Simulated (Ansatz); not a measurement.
```xyz
17
Lattice="3.0971 0.0001 0.0011 0.0000 3.0973 -0.0511 -0.0109 0.3610 22.0573" Properties=species:S:1:pos:R:3 pbc="T T T"
C     -0.1811     1.4939     1.8047
C     -0.1822     1.5655     6.1800
C      1.3671     3.0782     3.9667
C     -0.1844     1.6381    10.5552
C      1.3654     3.1503     8.3431
Si    -0.1812     3.0605     2.8742
Si     1.3672     1.4791     0.6218
Si    -0.1827     3.1322     7.2492
Si     1.3668     1.5476     5.0861
Si    -0.1909     3.2072    11.7135
Si     1.3647     1.6199     9.4610
Mo     2.9033     0.1667    14.8310
Mo     1.3560     1.6896    13.2829
Mo     2.9018     0.2184    17.9989
Mo     1.3544     1.7428    16.4462
Mo     2.9012     0.2699    21.1632
Mo     1.3529     1.7946    19.6143
```

The first 11 atoms are the substrate (SiC-3C), the rest the film (Mo).

All values below come from PBE (plane waves to 420 eV, PAW; Ansatz, a first-principles code). No spin–orbit coupling; the runs are not spin-polarised; PBE gaps are too small against experiment. Its k-point mesh 10×10×1, Fermi–Dirac width 0.05 eV.

Problem. Describe the bonding at the interfaces and give the barriers.

Solution. A periodic stack without vacuum, bcc Mo (0 0 1) on 3C silicon carbide (0 0 1) (film strained to the substrate, faces as cut): substrate slab C5Si6, film Mo6, surface cells [[1, 0], [1, 1]] and [[0, 1], [-1, 0]], film strained by -2.0 and -2.0 %, faces Si/Si and Mo/Mo as cut (like faces can put a slab off its formula).
The interface area is 9.6 Å². The period is 22.06 Å and the gaps between the outermost planes at the two interfaces comes out as 1.54 and 1.54 Å. The Mo–Si contacts across the interfaces within 1.22 times the sum of covalent radii is 10, mean 2.76 Å, the hole barrier (PBE) is 1.15 eV and the electron barrier (PBE) is 0.23 eV.
